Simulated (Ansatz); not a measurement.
Band structure of NbN (Fm-3m, 2 atoms in the cell).

```
CELL_PARAMETERS angstrom
      0.00000     2.21132     2.21132
      2.21132     0.00000     2.21132
      2.21132     2.21132     0.00000
ATOMIC_POSITIONS crystal
  Nb 0.50000 0.50000 0.50000
  N  0.00000 0.00000 0.00000
```

Method of the run: PBE, PAW files (plane waves; Ansatz, a first-principles code).

Settings: kpoints.mp_grid.grid = 17 17 17; hamiltonian.xc = pbe; hamiltonian.pseudopotentials = {kind: paw} (the program's default PAW files); scf.occupations.method = fermi_dirac; scf.occupations.width = 0.1 eV; kpoints.band_path.npoints = 8.

The starting cell comes from a database of computed structures (which also holds hypothetical and non-ambient phases and stackings), without a prior relaxation at this level. Its lattice was rescaled by a random factor within 2.5 % of one. Spin polarisation is off.

Levels in eV from the Fermi level, bands 6 to 13:
```json
[
 {"point": "Γ", "6": "-3.26", "7": "-3.26", "8": "-3.26", "9": "-1.94", "10": "-1.94", "11": "-1.94", "12": "-0.12", "13": "-0.12"},
 {"point": "X", "6": "-5.69", "7": "-4.90", "8": "-3.94", "9": "-3.94", "10": "1.57", "11": "2.72", "12": "2.72", "13": "3.88"},
 {"point": "W", "6": "-6.55", "7": "-5.93", "8": "-5.93", "9": "-0.08", "10": "-0.08", "11": "2.73", "12": "3.32", "13": "4.46"},
 {"point": "K", "6": "-6.70", "7": "-5.91", "8": "-5.53", "9": "-1.84", "10": "1.95", "11": "2.12", "12": "3.94", "13": "4.32"},
 {"point": "L", "6": "-8.97", "7": "-6.92", "8": "-6.92", "9": "1.45", "10": "1.45", "11": "1.94", "12": "4.48", "13": "6.63"},
 {"point": "U", "6": "-6.70", "7": "-5.91", "8": "-5.53", "9": "-1.84", "10": "1.95", "11": "2.12", "12": "3.94", "13": "4.32"}
]
```

Bands cross the Fermi level along this path, so the cell is metallic at this level.

Keys are those of Ansatz 0.2.
